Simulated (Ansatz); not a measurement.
Related cells compared by their density of states at the Fermi level.

Cell A: Cu (fcc, Fm-3m), 1 atom in the cell; spin state with PBE: run without spin, k-point mesh 28×28×28 on the run's own vectors.
```xyz
1
Lattice="0.0000 1.8146 1.8146 1.8146 0.0000 1.8146 1.8146 1.8146 0.0000" Properties=species:S:1:pos:R:3 pbc="T T T"
Cu     0.0000     0.0000     0.0000
```

Cell B: ZnCu (CsCl type, Pm-3m), 2 atoms in the cell; spin state with PBE: run without spin, k-point mesh 16×16×16 on the run's own vectors.
```xyz
2
Lattice="2.9638 0.0000 0.0000 0.0000 2.9638 0.0000 0.0000 0.0000 2.9638" Properties=species:S:1:pos:R:3 pbc="T T T"
Zn     1.4819     1.4819     1.4819
Cu     0.0000     0.0000     0.0000
```

Cell C: Zn (hcp, P6₃/mmc), 2 atoms in the cell, k-point mesh 30×30×12 on the run's own vectors.
```cif
data_Zn2
_chemical_formula_sum 'Zn2'
_space_group_name_H-M_alt 'P 1'
_space_group_IT_number 1
_cell_length_a 2.64697
_cell_length_b 2.64697
_cell_length_c 5.02481
_cell_angle_alpha 90.000
_cell_angle_beta 90.000
_cell_angle_gamma 120.000
loop_
_space_group_symop_operation_xyz
  'x, y, z'
loop_
_atom_site_label
_atom_site_type_symbol
_atom_site_fract_x
_atom_site_fract_y
_atom_site_fract_z
_atom_site_occupancy
Zn1 Zn 0.33333 0.66667 0.25000 1
Zn2 Zn 0.66667 0.33333 0.75000 1
```

Plane-wave PAW calculations with Ansatz (a first-principles code), its PAW set soft_1, cutoff 500 eV. The structures are at rest with PBE; other levels are single points on them. Neutral cells; Fermi-Dirac smearing of at most 0.10 eV in the solids, energies taken to zero width. The lattices are those relaxed with PBE, so at other levels the solids can be strained. A dispersion term ran beside these levels; it doesn't touch the electrons. Both spins, broadened by a Gaussian of 0.2 eV on the run's mesh.

**Question.** Give the density of states at the Fermi level (states/eV per atom) at the level r2SCAN, cell by cell.

**Answer.** 
```
system  r2SCAN
------  ------
A         0.28
B         0.25
C         0.19
```

With r2SCAN the value is lowest for C and highest for A.
